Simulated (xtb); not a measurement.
xtb 6.7.1, GFN2-xTB: Y(OH)2(Me) ([CH3][Y]([OH])[OH]), 9 atoms. The geometry is a generated start, not checked to be a minimum at this level.

| Item | Result |
|---|---|
| method | GFN2-xTB |
| --acc | 1 (default) |
| --etemp (K) | 300 (default) |
| detailed input (--input) | none: ANC optimiser, Lindh (1995) Hessian, microcycle=20, maxdispl=1.0, hlow=0.01 (default) |
| basis functions | 27 |
| valence electrons | 24 |

```xyz
9

Y      0.6078     0.0414     0.5904
O      1.7698    -1.1165    -0.5236
H      2.7220    -1.1591    -0.6692
O     -0.4269    -1.0695     1.8709
H     -0.0324    -1.8126     2.3491
C     -0.9503     1.1736    -0.7294
H     -1.8672     1.3611    -0.1662
H     -1.1884     0.4688    -1.5360
H     -0.6344     2.1128    -1.1860
```

Charge 0 and multiplicity 1 are set for this test and not shown to be the ground state.

The structure is relaxed from this start with --opt LEVEL for the levels crude, sloppy, loose, lax, normal, tight, vtight, extreme, once each. Up to the end of the extreme run atoms move by at most 0.52 Å along an axis.

Question: Which level is enough to come within 5 meV of the tightest end point?

Answer: normal: 38 cycles against 48, ending 0.058 meV above.

```
level    cycles  energy above the extreme run (meV)  gradient norm (eV/Å)
-------  ------  ----------------------------------  --------------------
crude         1                                  24                  0.13
sloppy        1                                  24                  0.13
loose         1                                  24                  0.13
lax           9                                  15                 0.071
normal       38                               0.058                 0.033
tight        39                               0.035                 0.020
vtight       42                               0.011                0.0060
extreme      48                                   —                0.0024
```
